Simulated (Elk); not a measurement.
Input and output of a self-consistent single point for SrSi2Pd2 (I4/mmm, 5 atoms in the cell) (Elk).

Computed with Elk 10.2.4 with LDA (PW92), all-electron FP-LAPW, Elk's shipped species files, APW+lo basis with extra local orbitals.

The change in words: lattice scaled by 0.98. Reference geometry:
```
Sr(SiPd)2
1.0
   -2.15218     2.15218     5.00017
    2.15218    -2.15218     5.00017
    2.15218     2.15218    -5.00017
Sr Si Pd
1 2 2
Direct
  0.00000   0.00000   0.00000
  0.37361   0.37361   0.00000
  0.62639   0.62639   0.00000
  0.25000   0.75000   0.50000
  0.75000   0.25000   0.50000
```

Reference input (self-consistent single point, DFT, LDA (PW92), all-electron FP-LAPW, Elk's shipped species files, APW+lo basis with extra local orbitals): rgkmax = 8; stype = 0; swidth = 0.00734986 Ha; ngridk = 9 9 9; gmaxvr = 16 1/bohr; nxlo = 2; lorbcnd = true; rmtscf = 0.92; lmaxi = 2; maxscl = 100. This run's input differs from it in these lines:

```diff
@@ -31,5 +31,5 @@
 avec
-   -4.0670213223    4.0670213223    9.4489613252
-    4.0670213223   -4.0670213223    9.4489613252
-    4.0670213223    4.0670213223   -9.4489613252
+   -3.9856818407    3.9856818407    9.2599830436
+    3.9856818407   -3.9856818407    9.2599830436
+    3.9856818407    3.9856818407   -9.2599830436
```

Output, abridged:

```
│ Self-consistent loop started │
│ Loop number : 1 │
 total energy                :     -13766.3416592
│ Loop number : 2 │
 total energy                :     -13771.5724457
RMS change in Kohn-Sham potential (target) :   0.5652198569     (  0.1000000000E-05)
Absolute change in total energy (target)   :    5.230786503     (  0.1000000000E-03)
│ Loop number : 3 │
 total energy                :     -13810.6954013
RMS change in Kohn-Sham potential (target) :   0.2723260091     (  0.1000000000E-05)
Absolute change in total energy (target)   :    40.43065219     (  0.1000000000E-03)
│ Loop number : 4 │
   [... lines left out ...]
Absolute change in total energy (target)   :   0.6608873537E-03 (  0.1000000000E-03)
│ Loop number : 15 │
 total energy                :     -13839.0951066
RMS change in Kohn-Sham potential (target) :   0.4445307990E-07 (  0.1000000000E-05)
Absolute change in total energy (target)   :   0.2329031886E-03 (  0.1000000000E-03)
│ Loop number : 16 │
 total energy                :     -13839.0951151
RMS change in Kohn-Sham potential (target) :   0.5137349448E-07 (  0.1000000000E-05)
Absolute change in total energy (target)   :   0.6672164091E-04 (  0.1000000000E-03)
Convergence targets achieved

│ Loop number : 17 │

Energies :
 Fermi                       :     0.332500387402
 total energy                :     -13839.0951124

Density of states at Fermi energy :    81.28008503
 (states/Hartree/unit cell)

Estimated indirect band gap :   0.5812349534E-03
 from k-point     11 to k-point     23
Estimated direct band gap   :   0.3700355230E-02
 at k-point     61

Charges :
 core                        :    104.0000000
 valence                     :    54.00000000
 interstitial                :    9.166176839
 muffin-tins (core leakage)
  species :    1 (Sr)
   atom    1                 :    35.73459279     (  0.1034153506E-03)
  species :    2 (Si)
   atom    1                 :    11.82454354     (  0.3352532825E-02)
   atom    2                 :    11.82454354     (  0.3352532825E-02)
  species :    3 (Pd)
   atom    1                 :    44.72507165     (  0.2897236939E-07)
   atom    2                 :    44.72507165     (  0.2897236939E-07)
 total in muffin-tins        :    148.8338232
 total calculated charge     :    158.0127656
 total charge                :    158.0000000
 error                       :   0.1276560244E-01

│ Self-consistent loop stopped │
```

The run converged in 17 iterations. The count includes the last loop, which Elk runs after its targets are met. Against the reference run the total energy falls by 15.9 meV/atom.

The starting cell comes from a database of computed structures (which also holds hypothetical and non-ambient phases and stackings), without a prior relaxation at this level. For this run, on top of that: lattice scaled by 0.98. Spin polarisation is off. Values depend on the basis (sphere radii, cutoffs, local orbitals), which need not be converged. The log's line on a gap gives a spacing of levels on this mesh, which the program prints for metals too.

Cost on one core of a shared machine: roughly 4 min.
